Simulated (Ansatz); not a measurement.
This Ansatz (a quantum-chemistry and plane-wave program) input is the reference run, ZnS in the zinc blende structure (space group F-43m, No. 216), computed with PBEsol/PAW in Ansatz, no spin-orbit coupling:

Ansatz 0.2 input:
```yaml
crystal:
  lattice:
    - [0, 2.6783286243, 2.6783286243]
    - [2.6783286243, 0, 2.6783286243]
    - [2.6783286243, 2.6783286243, 0]
  atoms:
    - { symbol: S, position: [0.75, 0.75, 0.75] }
    - { symbol: Zn, position: [0, 0, 0] }
basis: { ecutwfc: 420, ecutrho_ratio: 4, xc_grid: 2, fft_grid_basis: typed }
kpoints: { mp_grid: { grid: [24, 24, 24] } }
hamiltonian:
  xc: pbesol
  dispersion: none
  pseudopotentials: { kind: paw }
scf: { occupations: { method: fermi_dirac, width: 0.0259 }, convergence: { dr2_threshold: 0.0000000002 } }
output: { forces: true, stress: true }
checkpoint: { write: state.ck, write_every: 1000 }
```

Task: Write the input for this change: electron doping at 5.0×10^21 cm⁻³ (0.192 per cell), with a uniform compensating background at fixed cell and a 300 K Fermi–Dirac width.

Result: 
Ansatz 0.2 input:
```yaml
crystal:
  lattice:
    - [0, 2.6783286243, 2.6783286243]
    - [2.6783286243, 0, 2.6783286243]
    - [2.6783286243, 2.6783286243, 0]
  atoms:
    - { symbol: S, position: [0.75, 0.75, 0.75] }
    - { symbol: Zn, position: [0, 0, 0] }
basis: { ecutwfc: 420, ecutrho_ratio: 4, xc_grid: 2, fft_grid_basis: typed }
kpoints: { mp_grid: { grid: [24, 24, 24] } }
hamiltonian:
  xc: pbesol
  dispersion: none
  pseudopotentials: { kind: paw }
total_charge: -0.192128
scf: { occupations: { method: fermi_dirac, width: 0.0259 }, convergence: { dr2_threshold: 0.0000000002 } }
relax: { f_tol: 0.005, max_steps: 30 }
output: { forces: true, stress: true }
checkpoint: { write: state.ck, write_every: 1000 }
```
This is the input that was run.

Charged cell with a jellium background: band edges are those of the host's band count, energies are not comparable with the neutral cell, and many-body gap narrowing is missing. No phonon test of stability was made.
